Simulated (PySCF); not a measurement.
Antifluorite Be₂C was calculated with PBE (PySCF, GTH pseudopotentials, Gaussian basis, DZ basis).

The same calculation (at the measured cell, 6.812 Å³/atom) with different numerical settings:

```tsv
run	k mesh	gap on the mesh (eV)	total energy (eV/atom)
1	2×2×2	0.699	-316.9131
2	3×3×3	2.423	-317.6321
3	4×4×4	1.116	-317.7397
```

In the column total energy (eV/atom) the first row differs from the last by +0.8266 and the next to last by +0.1076.

The last row is no converged limit: other settings stay fixed.
